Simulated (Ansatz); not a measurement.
Calculation: PBE (plane waves to 420 eV, PAW; Ansatz, an electronic-structure program).

Planar average of the electrostatic potential across the slab, in eV from the Fermi level, for C on the 1x1 (111) surface of fcc Pt, one in a 1x1 cell, started at the site 'bridge Pt-Pt (span 2.8 Å)':

| z (Å) | V (eV) |
|---|---|
| 5.20 | 5.72 |
| 5.49 | 5.72 |
| 5.78 | 5.72 |
| 6.07 | 5.72 |
| 6.36 | 5.71 |
| 6.64 | 5.70 |
| 6.93 | 5.68 |
| 7.22 | 5.63 |
| 7.51 | 5.50 |
| 7.80 | 5.22 |
| 8.09 | 4.58 |
| 8.38 | 3.09 |
| 8.67 | -0.68 |
| 8.96 | -9.43 |
| 9.24 | -18.80 |
| 9.53 | -23.27 |
| 9.82 | -20.44 |
| 10.11 | -11.95 |
| 10.40 | -2.94 |
| 10.69 | 0.29 |
| 10.98 | -2.06 |
| 11.27 | -10.44 |
| 11.56 | -19.44 |
| 11.84 | -23.53 |
| 12.13 | -20.48 |
| 12.42 | -11.96 |
| 12.71 | -3.06 |
| 13.00 | 0.13 |
| 13.29 | -2.06 |
| 13.58 | -10.32 |
| 13.87 | -19.36 |
| 14.16 | -23.55 |
| 14.44 | -20.55 |
| 14.73 | -12.02 |
| 15.02 | -3.00 |
| 15.31 | 0.47 |
| 15.60 | -0.73 |
| 15.89 | -7.32 |
| 16.18 | -17.33 |
| 16.47 | -24.09 |
| 16.76 | -24.64 |
| 17.04 | -19.80 |
| 17.33 | -14.74 |
| 17.62 | -12.24 |
| 17.91 | -8.13 |
| 18.20 | -1.16 |
| 18.49 | 3.34 |
| 18.78 | 4.95 |
| 19.07 | 5.57 |
| 19.36 | 5.80 |
| 19.64 | 5.89 |
| 19.93 | 5.92 |
| 20.22 | 5.94 |
| 20.51 | 5.94 |
| 20.80 | 5.94 |
| 21.09 | 5.94 |
| 21.38 | 5.94 |
| 21.67 | 5.94 |
| 21.96 | 5.94 |

Model: 5-atom slab, 6.9 Å thick at the start under the adsorbate (thin: gaps and levels are the slab's own), 12x12x1 mesh, Fermi-Dirac 0.1 eV, dipole correction, 2 atoms held, the rest relaxed; symmetry of the start imposed; no spin, no spin-orbit, no U, no dispersion correction. At the end it is bonded to 3 Pt. In PBE it is, or lies within 0.03 eV of, the lowest of the starts that converged.

The vacuum level lies 5.94 eV above the Fermi level over the top face and 5.72 eV above it under the bottom face.
